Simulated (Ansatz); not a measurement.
The parent structure is Zn in the diamond structure (space group Fd-3m, No. 227; a = 5.655 Å; a hypothetical phase, not in the database extracts checked). Axes: x, y, z lie along the cube axes.

Calculations: PBEsol, PAW, 420 eV (Ansatz, a first-principles code; no spin-orbit coupling).

Free-standing slabs (2 atom(s) a layer) normal to [110] with 15 Å of vacuum; in-plane cell held at bulk.

One change was made to it. Results:

```
quantity                          base    after
-----------------------------  -------  -------
shortest interatomic distance  2.449 Å  2.822 Å
band gap                          zero  0.48 eV
```

Which of these changes matches the shifts?
(A) 6 layers
(B) 7 layers
(C) 4 layers
(D) 1 layer

D, 1 layer. For comparison, the band gap in the other runs: 4 layers gives zero; 6 layers gives zero; 7 layers gives zero.

Stability against distortions was not tested.
